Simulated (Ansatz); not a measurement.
Given:

End structure of the (10-11) surface of beta Ge3N4 in its 1x1 cell (cut with top plane N, bottom plane N), outermost plane spacing 0.29 Å in the ideal cut (in the relaxation 2 Ge–Ge, 2 Ge–N bonds formed):

```yaml
crystal:
  lattice:
    - [8.12946, 0.00000, 0.00000]
    - [-4.06473, 7.69830, 0.00000]
    - [0.00000, 0.00000, 30.00000]
  atoms:
    - { symbol: N, position: [0.98708, 0.67883, 0.26910] }
    - { symbol: Ge, position: [0.76316, 0.62275, 0.28898] }
    - { symbol: N, position: [0.39370, 0.02077, 0.29324] }
    - { symbol: N, position: [0.66227, 0.38127, 0.29429] }
    - { symbol: N, position: [0.28778, 0.34658, 0.29986] }
    - { symbol: Ge, position: [0.54427, 0.90712, 0.31412] }
    - { symbol: Ge, position: [0.17424, 0.81773, 0.30571] }
    - { symbol: Ge, position: [0.83003, 0.32541, 0.31929] }
    - { symbol: Ge, position: [0.41416, 0.23119, 0.31471] }
    - { symbol: N, position: [0.70207, 0.77042, 0.32125] }
    - { symbol: N, position: [0.32788, 0.70910, 0.31227] }
    - { symbol: N, position: [0.74383, 0.10281, 0.33903] }
    - { symbol: Ge, position: [0.27648, 0.49841, 0.33887] }
    - { symbol: N, position: [0.02839, 0.45008, 0.35433] }
    - { symbol: N, position: [0.09907, 0.87042, 0.36161] }
    - { symbol: Ge, position: [0.84750, 0.79221, 0.37274] }
    - { symbol: N, position: [0.44031, 0.22060, 0.37814] }
    - { symbol: N, position: [0.76889, 0.56508, 0.39421] }
    - { symbol: N, position: [0.38831, 0.53951, 0.39633] }
    - { symbol: Ge, position: [0.71123, 0.06761, 0.40123] }
    - { symbol: Ge, position: [0.28579, 0.00368, 0.40156] }
    - { symbol: Ge, position: [0.94227, 0.48905, 0.40823] }
    - { symbol: Ge, position: [0.52133, 0.42210, 0.41041] }
    - { symbol: N, position: [0.82141, 0.93098, 0.41606] }
    - { symbol: N, position: [0.45675, 0.91481, 0.40667] }
    - { symbol: N, position: [0.81531, 0.26882, 0.43429] }
    - { symbol: Ge, position: [0.37572, 0.69873, 0.43495] }
    - { symbol: N, position: [0.12551, 0.62905, 0.44749] }
    - { symbol: N, position: [0.19686, 0.03061, 0.45702] }
    - { symbol: Ge, position: [0.94564, 0.95023, 0.46910] }
    - { symbol: N, position: [0.51161, 0.38922, 0.47200] }
    - { symbol: N, position: [0.86285, 0.73110, 0.49331] }
    - { symbol: N, position: [0.49184, 0.72122, 0.49007] }
    - { symbol: Ge, position: [0.79667, 0.22728, 0.49504] }
    - { symbol: Ge, position: [0.37669, 0.17035, 0.49728] }
    - { symbol: Ge, position: [0.03240, 0.64784, 0.50272] }
    - { symbol: Ge, position: [0.61242, 0.59091, 0.50496] }
    - { symbol: N, position: [0.91726, 0.09697, 0.50993] }
    - { symbol: N, position: [0.54624, 0.08708, 0.50669] }
    - { symbol: N, position: [0.89748, 0.42897, 0.52800] }
    - { symbol: Ge, position: [0.46346, 0.86796, 0.53090] }
    - { symbol: N, position: [0.21224, 0.78758, 0.54298] }
    - { symbol: N, position: [0.28358, 0.18914, 0.55251] }
    - { symbol: Ge, position: [0.03337, 0.11946, 0.56505] }
    - { symbol: N, position: [0.59378, 0.54937, 0.56571] }
    - { symbol: N, position: [0.95234, 0.90338, 0.59333] }
    - { symbol: N, position: [0.58768, 0.88721, 0.58394] }
    - { symbol: Ge, position: [0.88777, 0.39609, 0.58959] }
    - { symbol: Ge, position: [0.46682, 0.32914, 0.59177] }
    - { symbol: Ge, position: [0.12330, 0.81451, 0.59844] }
    - { symbol: Ge, position: [0.69786, 0.75058, 0.59877] }
    - { symbol: N, position: [0.02078, 0.27867, 0.60367] }
    - { symbol: N, position: [0.64020, 0.25311, 0.60579] }
    - { symbol: N, position: [0.96878, 0.59759, 0.62186] }
    - { symbol: Ge, position: [0.56159, 0.02597, 0.62726] }
    - { symbol: N, position: [0.31002, 0.94777, 0.63839] }
    - { symbol: N, position: [0.38071, 0.36810, 0.64567] }
    - { symbol: Ge, position: [0.13262, 0.31977, 0.66113] }
    - { symbol: N, position: [0.66526, 0.71538, 0.66097] }
    - { symbol: N, position: [0.08122, 0.10909, 0.68773] }
    - { symbol: N, position: [0.70702, 0.04777, 0.67875] }
    - { symbol: Ge, position: [0.99494, 0.58700, 0.68529] }
    - { symbol: Ge, position: [0.57906, 0.49278, 0.68071] }
    - { symbol: Ge, position: [0.23485, 0.00046, 0.69429] }
    - { symbol: Ge, position: [0.86482, 0.91107, 0.68588] }
    - { symbol: N, position: [0.12132, 0.47161, 0.70014] }
    - { symbol: N, position: [0.74682, 0.43691, 0.70571] }
    - { symbol: N, position: [0.01539, 0.79741, 0.70676] }
    - { symbol: Ge, position: [0.64594, 0.19544, 0.71102] }
    - { symbol: N, position: [0.42202, 0.13936, 0.73090] }
```

Set-up: 70 atoms, Ge30N40, 13.9 Å thick at the start; mesh 4x4x1; 0.025 eV smearing; dipole correction on; all atoms relaxed; held to the start's symmetry, so lower structures may exist; no spin, no spin-orbit, no U.

### Question
Predict the ionisation potential (bulk valence edge below the top vacuum level) from PBE (Ansatz, a quantum-chemistry and plane-wave program).

### Answer
6.22 eV

### Question
Give the gap of the slab on its k-mesh at the level PBE.

### Answer
0.92 eV

### Question
Give the highest filled level below the top vacuum level at the level PBE.

### Answer
6.09 eV

### Question
What is the computed surface energy (mean of both faces) (PBE)?

### Answer
1.94 J/m²
